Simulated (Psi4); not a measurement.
Psi4 1.11, CCSD(T)/cc-pvdz, cc_type conv, scf_type pk, freeze_core True: cluster of 3 water molecules, 9 atoms. The geometry is a generated start, not checked to be a minimum at this level.

```python
memory 32 GB

molecule mol {
0 1
O      0.78465000     0.23580000     0.90321000
H      0.84165000    -0.05880000     1.81228000
H      1.38680000    -0.33643000     0.42739000
O      0.79258000     0.24282000    -2.19711000
H      0.56842000    -0.67585000    -2.34626000
H      1.58296000     0.21240000    -1.65783000
O     -2.35856000     0.17394000     0.91291000
H     -1.91893000    -0.63900000     1.16252000
H     -1.67955000     0.84512000     0.98290000
}

set {
  basis cc-pvdz
  cc_type conv
  scf_type pk
  freeze_core true
  qc_module fnocc
}

energy('ccsd(t)')
print_variables()
```

```bash
OMP_NUM_THREADS=32 psi4 -n 32 -o stdout input.dat
```

The program reports basis functions: 72.

Hardware: Intel Xeon 6 (Granite Rapids), 96 cores on 1 socket, 2 hardware threads a core, 3 L3 cache groups, 3 NUMA nodes.

On 32 threads this takes 5.1 s. Each time is the median wall time of two to five repeats, run one at a time on the otherwise empty machine; start-up is included. Unless noted, each process is bound to its own block of adjacent cores. The build: conda-forge: OpenMP (LLVM), MKL, Libint2; another build can shift the numbers. Scratch files lie in a memory file system.

**Question.** Speed this job up; the result has to stay within 1.0 meV/atom in energy. Keep to 32 cores.

**Answer.** One answer among several that fit: going from cc_type = conv, scf_type = pk, qc_module = fnocc to cc_type = df, scf_type = df, qc_module = not set, the fastest among the values tried that keep the result.

```diff
-  cc_type conv
-  scf_type pk
+  cc_type df
+  scf_type df
-  qc_module fnocc
```

Time: 5.1 s to 2.3 s (2.2× as fast). The largest move is in the correlated step: 2.1 s to 0.74 s. What the program resolved moves too: JK builder from DiskJK to DiskDFJK. These two results differ by: energy 0.89 meV/atom. Others tried: cc_type = df, scf_type = df, qc_module = occ (2.7 s); cc_type = cd, scf_type = cd, qc_module = not set (2.8 s); cc_type = conv, scf_type = pk, qc_module = ccenergy (7.4 s). Launch, exit and the like take 1.2 s of the 2.3 s.
